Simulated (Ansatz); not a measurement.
## GaN (P6_3mc): band-edge transport data

Input:

```xyz
4
Lattice="3.1011 0.0000 0.0000 -1.5505 2.6856 0.0000 0.0000 0.0000 5.2509" Properties=species:S:1:pos:R:3 pbc="T T T"
Ga     0.0000     1.7904     0.0139
Ga     1.5505     0.8952     2.6393
N      0.0000     1.7904     1.9552
N      1.5505     0.8952     4.5807
```

All values below come from PBE with spin-orbit coupling, rigid bands (plane waves, PAW; Ansatz, a first-principles code). Condition of this run: biaxial stress in the c plane of 12 GPa (compression positive) (the target of the relaxation). Cell: cell and atoms relaxed with PBEsol, then loaded as said.

```yaml
band_gap: 2.00 eV
electron conductivity mass (300 K, dilute): 0.21 (x), 0.21 (y), 0.170 (z) mₑ
hole conductivity mass (300 K, dilute): 1.12 (x), 1.12 (y), 2.1 (z) mₑ
effective density of states N_c (300 K): 2.2e18 cm⁻³
effective density of states N_v (300 K): 7.5e19 cm⁻³
density_of_states_mass_electrons: 0.195 mₑ
density_of_states_mass_holes: 2.1 mₑ
Seebeck coefficient, n-type 1e19 cm⁻³, 300 K: -112 μV/K
best n-type power factor at 300 K for τ = 10 fs (best axis; densities from 1e16 to 1e21 cm⁻³ tried, whether or not they can be reached): 2.0 μW/(cm·K²) at 1e19 cm⁻³
Seebeck coefficient, p-type 1e19 cm⁻³, 300 K: 398 μV/K
best p-type power factor at 300 K for τ = 10 fs (best axis; densities from 1e16 to 1e21 cm⁻³ tried, whether or not they can be reached): 12.3 μW/(cm·K²) at 3e20 cm⁻³
```

Rigid bands; masses and Seebeck coefficients take one relaxation time τ for all states and one kind of carrier; polarons and phonon drag are left out. Geometry: cell and atoms relaxed with PBEsol.
